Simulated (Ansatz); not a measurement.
GaN, response to strain

Start from GaN in the wurtzite structure (space group P6_3mc, No. 186; a = 3.183 Å, c = 5.185 Å). Axes: x lies along a and z along c of the hexagonal cell.

Strains are applied to the cell and any free atomic positions relax.

Calculations: plane-wave PAW DFT at the PBEsol level (Ansatz, a first-principles code, 420 eV), no spin-orbit coupling.

Notes on the quantities. pressure: mean of the normal stresses, compression positive; energy relative to the base: free energy F.

```csv
change,volume per atom,band gap,pressure,energy relative to the base,electron mass
base,11.37 Å³,1.88 eV,0.00 GPa,0 meV/atom,"0.16 mₑ along c, 0.17 mₑ across (at Γ)"
uniaxial strain ε_zz = +0.60 %,11.44 Å³,1.81 eV,-1.11 GPa,+0.5 meV/atom,"0.15 mₑ along z, 0.17 mₑ across (at Γ)"
uniaxial strain ε_zz = +1.20 %,11.51 Å³,1.75 eV,-2.19 GPa,+1.9 meV/atom,"0.15 mₑ along z, 0.17 mₑ across (at Γ)"
uniaxial strain ε_zz = +1.80 %,11.58 Å³,(withheld),(withheld),(withheld),"0.14 mₑ along z, 0.16 mₑ across (at Γ)"
uniaxial strain ε_zz = +2.40 %,11.64 Å³,1.62 eV,-4.23 GPa,+7.6 meV/atom,"0.14 mₑ along z, 0.16 mₑ across (at Γ)"
uniaxial strain ε_zz = +3.00 %,11.71 Å³,1.56 eV,-5.20 GPa,+12 meV/atom,"0.13 mₑ along z, 0.16 mₑ across (at Γ)"
```

Question: Fill in the withheld entries from the trend.

Answer: 
- uniaxial strain ε_zz = +1.80 %, band gap: 1.69 eV
- uniaxial strain ε_zz = +1.80 %, pressure: -3.23 GPa
- uniaxial strain ε_zz = +1.80 %, energy relative to the base: +4.3 meV/atom

Masses are band curvatures over ±0.01 Å⁻¹ around the edge. Stability against distortions was not tested.
